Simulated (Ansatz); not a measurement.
Start from AlN in the zinc blende structure (space group F-43m, No. 216; a = 4.378 Å).

Method: PBEsol in Ansatz (plane waves to 420 eV, PAW, scalar-relativistic without spin-orbit coupling).

Base values:

The gap between the host's bands is 3.19 eV.

Now apply this change: 0.0147 holes added to each cell, a density of 7.0×10^20 cm⁻³, with a uniform compensating background at fixed cell and a 300 K Fermi–Dirac width.

Q: What happens to the gap between the host's bands?

A: The gap between the host's bands grows by 0.03 eV, from 3.19 eV to 3.22 eV.

Q: What does the calculation give for the Fermi level from band edge after the change?

A: The Fermi level relative to the doped band's edge (positive inside the band; to 0.05 eV) comes out as 0.00 eV.

Carriers are added with a uniform compensating background; total energy and stress of such cells depend on the potential's zero and are not compared; many-body gap narrowing is missing at this level. No phonon test of stability was made. This is not the structure that AlN has at room temperature and ambient pressure.

Ansatz is a program for electronic structure.
